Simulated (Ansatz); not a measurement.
## Y: isotropic strain +0.50 %

Base system: Y in the hcp (Mg type) structure (space group P6_3/mmc, No. 194; a = 3.5943 Å, c = 5.6099 Å; relaxed with 0.1 eV smearing).

The change: the cell is scaled by 1.0050 in all directions, atoms relaxed at fixed cell.

Computed with Ansatz (a quantum-chemistry and plane-wave program) PBEsol, scalar-relativistic without spin-orbit coupling. Γ-centred 18×18×11 mesh, Fermi–Dirac width 0.1 eV.

- Volume per atom: 31.86 Å³ (base 31.38 Å³)
- Shortest interatomic distance: 350.7 pm (base 348.9 pm)
- Energy relative to the base (free energy F): +0.9 meV/atom
- Pressure (mean of the normal stresses, compression positive): -0.6 GPa (base 0.0 GPa)
- Band gap: zero (base zero)

Whether these cells are dynamically stable was not tested. All final runs are without spin polarisation.
